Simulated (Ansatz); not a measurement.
## Pd, response to strain

Take Pd in the fcc (Cu type) structure (space group Fm-3m, No. 225; a = 3.878 Å; relaxed with 0.1 eV smearing) as the base. Axes: x, y, z lie along the cube axes.

Strains are applied to the cell and any free atomic positions relax; under biaxial strain the out-of-plane vector relaxes too; under stress the whole cell relaxes.

Levels (all Ansatz, an electronic-structure program, PAW): PBEsol (420 eV, no spin-orbit coupling); r2SCAN (500 eV, without spin-orbit coupling).

Pressures by level, all at the geometries relaxed with PBEsol:

```csv
case,PBEsol,r2SCAN
base,0.0 GPa,4.9 GPa
"biaxial strain −1.76 %, plane normal [001], relaxed out of plane",2.3 GPa,7.3 GPa
"biaxial strain −0.92 %, plane normal [001], relaxed out of plane",1.1 GPa,6.1 GPa
"biaxial strain +0.81 %, plane normal [111], relaxed out of plane",-1.7 GPa,3.2 GPa
uniaxial strain ε_yy = +3.65 %,-6.5 GPa,-1.8 GPa
"uniaxial stress, 8 GPa tension along x",-2.7 GPa,2.1 GPa
```

Single points use the geometry relaxed with PBEsol. Their cutoffs differ, which shifts pressures a little. Stability under load was not tested beyond the relaxation. The final runs are not spin-polarised. Pd lies near a magnetic instability that expansion can trigger; it was not tested. Pd has a high density of states at the Fermi level and may be magnetic at this level.
